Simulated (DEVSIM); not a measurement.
Structure: Cr/SiO2/p-InP capacitor, at 300 K.

Layer 1 from the left is SiO2, thickness (nm) 4.80. Layer 2 from the left is InP, thickness (nm) 860, Na (cm⁻³) 5.3e17.

Metal gate on the left, work function 4.5 eV. Fixed charge at the semiconductor interface 1.6e11 cm⁻² (in units of +e); no interface traps.

Constants are typed, rounded textbook-type inputs, not results; the design itself was drawn at random and stands for no fabricated device. Values at 300 K.

SiO2: gap (eV) 9, affinity (eV) 0.9, permittivity 3.9. InP: gap (eV) 1.344, affinity (eV) 4.38, permittivity 12.5, Nc (cm⁻³) 5.7e17, Nv (cm⁻³) 1.1e19.

Simulated with DEVSIM: 1D Poisson equation in equilibrium, Boltzmann statistics, complete ionisation; no quantum confinement or tunnelling. Metal contacts follow the ideal Schottky-Mott rule: no Fermi-level pinning, no interface dipoles.

Problem. What does the simulation give for the minimum of the low-frequency capacitance, the flat-band voltage?

Solution. minimum of the low-frequency capacitance 0.161 μF/cm²; flat-band voltage -1.18 V.
